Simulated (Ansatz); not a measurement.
The starting structures come from a database of crystals and need not be the phases stable at ambient conditions.

 Where the default PAW files enter, the runs use the earlier of Ansatz's two default sets.

Crystal: YSF (P4/nmm, not sure to be the ambient phase, 6 atoms a cell, 16.2 Å³ an atom); planes in its conventional cell.

Level of theory: r2SCAN (plane waves, PAW; Ansatz, a quantum-chemistry and plane-wave program).

No gap correction and no spin-orbit coupling; mid-gap values are interpolated between computed energies.

```json
[
 {"plane": "(001)", "area of the cell (Å²)": "14.2", "mid-gap κ (1/Å)": "0.29", "largest κ in the gap (1/Å)": "0.32"},
 {"plane": "(111)", "area of the cell (Å²)": "39.1", "mid-gap κ (1/Å)": "(withheld)", "largest κ in the gap (1/Å)": "(withheld)"},
 {"plane": "(110)", "area of the cell (Å²)": "36.4", "mid-gap κ (1/Å)": "(withheld)", "largest κ in the gap (1/Å)": "(withheld)"},
 {"plane": "(100)", "area of the cell (Å²)": "25.8", "mid-gap κ (1/Å)": "(withheld)", "largest κ in the gap (1/Å)": "(withheld)"}
]
```

Q: The slowest decay depends on the direction. Supply the withheld values.

A: 
- (111), mid-gap κ (1/Å): 0.21
- (111), largest κ in the gap (1/Å): 0.23
- (110), mid-gap κ (1/Å): 0.20
- (110), largest κ in the gap (1/Å): 0.21
- (100), mid-gap κ (1/Å): 0.21
- (100), largest κ in the gap (1/Å): 0.21
